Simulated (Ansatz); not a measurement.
# Converging the plane-wave cutoff: YCu2Ge2 (I4mm, 5 atoms in the cell)

```
CELL_PARAMETERS angstrom
     -2.00931     2.00931     5.12180
      2.00931    -2.00931     5.12180
      2.00931     2.00931    -5.12180
ATOMIC_POSITIONS crystal
  Y  0.00488 0.00488 0.00000
  Cu 0.75000 0.25000 0.50000
  Cu 0.25000 0.75000 0.50000
  Ge 0.61934 0.61934 0.00000
  Ge 0.38066 0.38066 0.00000
```

Level of theory: LDA (PW92), default PAW files made with PBE (plane waves; Ansatz, an electronic-structure program).

Base settings: basis.ecutwfc = 420 eV; kpoints.mp_grid.grid = 6 6 6; hamiltonian.xc = lda; hamiltonian.pseudopotentials = {kind: paw} (the program's default PAW files); scf.occupations.method = gaussian; scf.occupations.width = 0.1 eV.

The second cell is the first with its lattice scaled by 0.98.

The mesh stays at the base's, so the ladder's end is converged at best in this setting alone.

The first pressure column holds Ansatz's estimate of the finite-basis (Pulay) stress, which hides part of the cutoff error; the other is without it.

Only quantities that move along the ladder and can be compared are tabulated.

The count of work is k-points × plane waves × bands × iterations; it is no time. 

The starting cell comes from a database of computed structures (which also holds hypothetical and non-ambient phases and stackings), without a prior relaxation at this level. Its lattice was rescaled by up to half a per cent. One atom was moved a little off its site on purpose. Spin polarisation is off. In the base run, with a pressure of about -5 GPa the cell is away from its equilibrium volume at this level.

```tsv
basis.ecutwfc	free energy less the last step's (meV/atom)	energy of the compressed cell less the first (meV/atom)	pressure (GPa)	pressure without the Pulay estimate (GPa)	largest difference of a force vector from the last step's (eV/Å)	count of work / last
145 eV	65569.44	19.49	10.16	-2152.27	1.536	0.068
170 eV	27497.78	35.63	13.09	-1041.07	1.837	0.078
190 eV	13702.57	-67.09	-0.58	-589.37	0.966	0.11
210 eV	6724.46	-0.04	-4.56	-331.73	0.220	0.11
230 eV	3252.56	-33.94	-4.77	-185.67	0.099	0.12
250 eV	1506.19	-13.72	-4.69	-101.45	0.033	0.14
295 eV	219.41	-10.68	-5.35	-24.64	0.010	0.16
335 eV	29.74	-11.43	-5.15	-8.63	0.018	0.19
380 eV	3.43	-11.77	-5.26	-5.53	0.003	0.23
420 eV	1.79	-11.87	-5.28	-5.33	0.000	0.27
460 eV	1.13	-11.87	-5.28	-5.33	0.001	0.30
505 eV	0.65	-11.87	-5.28	-5.31	0.000	0.36
565 eV	0.48	-11.88	-5.29	-5.29	0.000	0.43
630 eV	0.36	-11.89	-5.29	-5.30	0.000	0.49
735 eV	0.15	-11.90	-5.29	-5.29	0.000	0.61
840 eV	0.06	-11.90	-5.29	-5.29	0.000	0.77
1010 eV	0.00	-11.91	-5.29	-5.29	0.000	1.0
```

Coarsest basis.ecutwfc that holds the forces within 0.02 eV/Å of the last step, with all finer ones: 295 eV, at 0.16 of the last step's count of work; the step before is off by 0.033 eV/Å.

Coarsest basis.ecutwfc that holds the pressure within 0.1 GPa of the last step, with all finer ones: 380 eV, at 0.23 of the last step's count of work; the step before is off by 0.14 GPa.

Coarsest basis.ecutwfc that holds the energy of the compressed cell less the first within 1 meV/atom of the last step, with all finer ones: 335 eV, at 0.19 of the last step's count of work; the step before is off by 1.2 meV/atom.

The energy difference between the two cells stays within 1 meV/atom of the last step's from 335 eV on, the total only from 505 eV on: much of the error is common to both cells and cancels.

At the lowest cutoff the pressure without the Pulay estimate lies 2150 GPa under the last step's, the usual sign of Pulay stress in an incomplete plane-wave basis.

Keys are those of Ansatz 0.2.
